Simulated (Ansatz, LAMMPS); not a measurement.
Si well of 8 atomic layers along [001] in random Si0.7Ge0.3, interfaces graded over 8 layers. Cell 16.67 × 16.67 × 44.16 Å, Si445Ge131, 576 atoms. Prepared with Tersoff's 1989 multicomponent potential (SiCGe.tersoff) (LAMMPS): minimisation. 

Basis: localised support functions (accuracy medium) on a full density matrix. k-points: zone centre alone; occupations: Fermi-Dirac, 0.010 eV; spin polarisation not allowed. No spin-orbit coupling.

**Question.** Estimate the gap and bonding that PBE, support functions at accuracy medium on the grid of 370 eV run with Ansatz (a first-principles code) returns for this input.

**Answer.** 
- Kohn-Sham gap of the cell on its k-mesh: 0.46 eV
- weight of the highest filled level on the well: 0.22
- weight of the lowest empty level on the well: 0.73
- coordination (neighbours within 2.853 Å): 100.0 % 4-fold
- Ge-Ge bonds, mean ± spread: 2.471 ± 0.008 Å
- Ge-Si bonds, mean ± spread: 2.426 ± 0.007 Å
- Si-Si bonds, mean ± spread: 2.381 ± 0.007 Å
- bond angles, mean ± spread: 109.5° ± 1.1°
- pressure: -0.76 GPa
